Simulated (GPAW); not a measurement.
**Input and output of a self-consistent single point for Be (P6_3/mmc, 2 atoms in the cell) (GPAW)**

Computed with PBE, GPAW PAW datasets PBE (gpaw-data 1.0.1) (plane waves; GPAW 25.7.0).

This input was run:

```python
from ase import Atoms
from ase.units import GPa
from gpaw import GPAW, PW, FermiDirac

atoms = Atoms(['Be', 'Be'],
              cell=[[2.238962, 0.000000, 0.000000],
                    [-1.119481, 1.938998, 0.000000],
                    [0.000000, 0.000000, 3.533355]],
              scaled_positions=[[0.333333, 0.666667, 0.750000],
                                [0.666667, 0.333333, 0.250000]],
              pbc=True)

calc = GPAW(mode=PW(850),
            xc='PBE',
            kpts={'size': (13, 13, 8), 'gamma': True},
            occupations=FermiDirac(0.05),
            nbands=-8,
            symmetry={'symmorphic': False, 'tolerance': 0.0005},
            maxiter=150)

atoms.calc = calc

energy = atoms.get_potential_energy()
print('Energy (eV):', round(energy, 6))
forces = atoms.get_forces()
print('Forces (eV/Ang):')
print(forces.round(5))
stress = atoms.get_stress()
print('Stress (GPa, Voigt):', (stress / GPa).round(4))
```

Output, abridged:

```
Input parameters:
  kpts: {gamma: True,
         size: (13, 13, 8)}
  maxiter: 150
  mode: {ecut: 850.0,
         name: pw}
  nbands: -8
  occupations: {fixmagmom: False,
                name: fermi-dirac,
                width: 0.05}
  symmetry: {symmorphic: False,
             tolerance: 0.0005}
  xc: PBE

species:
  Be:
    name: Beryllium
    Z: 4.0
    valence: 2
    core: 2
    charge: 0.0
    file: Be.PBE.gz

    # Using partial waves for Be as LCAO basis

Reference energy: -796.369947  # eV

Spin-paired calculation

Convergence criteria:
 Maximum [total energy] change in last 3 cyles: 0.0005 eV / valence electron
 Maximum integral of absolute [dens]ity change: 0.0001 electrons / valence electron
 Maximum integral of absolute [eigenst]ate change: 4e-08 eV^2 / valence electron
 Maximum number of scf [iter]ations: 150

Symmetries present (total): 24
Symmetries with fractional translations: 12
1352 k-points: 13 x 13 x 8 Monkhorst-Pack grid + [0.000000,0.000000,1/16]
105 k-points in the irreducible part of the Brillouin zone
       k-points in crystal coordinates                weights
   0:     0.00000000    0.00000000    0.00000000          1/1352
   1:     0.00000000    0.00000000    0.12500000          2/1352
   2:     0.00000000    0.00000000    0.25000000          2/1352
   [... 7 lines left out ...]
          ...
 104:     0.46153846    0.46153846    0.50000000          6/1352

Wave functions: Plane wave expansion
  Cutoff energy: 850.000 eV
  Number of coefficients (min, max): 851, 884
  Pulay-stress correction: 0.000000 eV/Ang^3 (de/decut=0.000000)

Occupation numbers: Fermi-Dirac:
  width: 0.0500  # eV

Eigensolver

Densities:
  Coarse grid: 16*16*24 grid
  Fine grid: 32*32*48 grid
  Total Charge: 0.000000

Density mixing:
  Method: separate
  Backend: pulay
  Linear mixing parameter: 0.05
  old densities: 5
  Damping of long wavelength oscillations: 50

Hamiltonian:
  XC and Coulomb potentials evaluated on a 32*32*48 grid
  External potential:
    NoExternalPotential

XC parameters: PBE with 2 nearest neighbor stencil

Number of atoms: 2
Number of atomic orbitals: 8
Number of bands in calculation: 10
Number of valence electrons: 4
Bands to converge: occupied

Density initialized from atomic densities
  8 bands from LCAO basis set
  2 bands from random numbers

Atomic positions and initial magnetic moments

Positions:
   0 Be    -0.000001    1.292666    2.650016    ( 0.0000,  0.0000,  0.0000)
   1 Be     1.119482    0.646332    0.883339    ( 0.0000,  0.0000,  0.0000)

Unit cell:
           periodic     x           y           z      points  spacing
  1. axis:    yes    2.238962    0.000000    0.000000    16     0.1212
  2. axis:    yes   -1.119481    1.938998    0.000000    16     0.1212
  3. axis:    yes    0.000000    0.000000    3.533355    24     0.1472

  Lengths:   2.238962   2.238962   3.533355
  Angles:   90.000000  90.000000 120.000000

Effective grid spacing dv^(1/3) = 0.1357

     iter     time        total  log10-change:
                         energy   eigst   dens
iter:   1 --:--:--    -7.382419
iter:   2 --:--:--    -7.384241   -1.79  -1.31
iter:   3 --:--:--    -7.387370   -2.34  -1.33
iter:   4 --:--:--    -7.389425   -3.32  -1.91
iter:   5 --:--:--    -7.389569   -4.77  -2.43
iter:   6 --:--:--    -7.389587c  -5.98  -2.80
iter:   7 --:--:--    -7.389587c  -8.63c -4.18c

Converged after 7 iterations.

Dipole moment: (-0.000000, -0.000000, 0.000000) |e|*Ang

Energy contributions relative to reference atoms: (reference = -796.369947)

Kinetic:         +8.048484
Potential:       -3.956452
External:        +0.000000
XC:             -11.343570
Entropy (-ST):   -0.000826
Local:           -0.137635
SIC:             +0.000000
--------------------------
Free energy:     -7.390000
Extrapolated:    -7.389587

Showing only first 2 kpts
 Kpt  Band  Eigenvalues  Occupancy
  0     0     -3.77202    2.00000
  0     1      3.18437    2.00000
  0     2      8.97212    0.00000
  0     3     24.25256    0.00000

  1     0     -3.63491    2.00000
  1     1      2.44745    2.00000
  1     2     10.03206    0.00000
  1     3     24.37943    0.00000

Fermi level: 7.59536

No gap
No difference between direct/indirect transitions
Energy (eV): -7.389587

Forces in eV/Ang:
  0 Be    0.00000    0.00000    0.00000
  1 Be   -0.00000    0.00000   -0.00000

Stress tensor:
    -0.041128     0.000000     0.000000
     0.000000    -0.041128     0.000000
     0.000000     0.000000    -0.026796
Stress (GPa, Voigt): [-6.5895 -6.5895 -4.2932  0.      0.      0.    ]
```

The run converged in 7 iterations. GPAW prints stress with tension positive.

The starting cell comes from a database of computed structures (which also holds hypothetical and non-ambient phases and stackings), without a prior relaxation at this level. Its lattice was rescaled by a random factor within 2.5 % of one. With a pressure of about 6 GPa the cell is away from its equilibrium volume at this level.
